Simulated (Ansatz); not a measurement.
We consider SnC (model structure, started from the wurtzite type, P6₃mc, No. 186, 4 atoms in the cell), described by PBE in Ansatz (plane waves, PAW).

Run with plane-wave cutoff 520 eV, 12×12×6 k mesh (along the axes of the cell as run), Fermi–Dirac smearing 0.01 eV, scalar-relativistic PAW data made under PBE.

Cell (relaxed at this level):

```yaml
crystal:
  lattice:
    - [3.59099, 0.00000, 0.00000]
    - [-1.79550, 3.10989, 0.00000]
    - [0.00000, 0.00000, 5.87921]
  atoms:
    - { symbol: Sn, position: [0.66667, 0.33333, 0.00042] }
    - { symbol: Sn, position: [0.33333, 0.66667, 0.50042] }
    - { symbol: C, position: [0.66667, 0.33333, 0.62478] }
    - { symbol: C, position: [0.33333, 0.66667, 0.12478] }
```

### Question
What does this level give for the band gap?

### Answer

* **band gap**: 0.80 eV

Note: the relaxation could raise the start's symmetry but not lower it, so the cell can be a saddle point.

Spin–orbit coupling is not included.

Static lattice: no zero-point or thermal effects.

Cost on a shared machine: around 11 core-seconds (rough).

A model structure was made by putting elements into a prototype or built by hand; it is no filed structure, need not be a known phase, and can be a saddle point held by its symmetry.

Ansatz is a program for electronic structure.
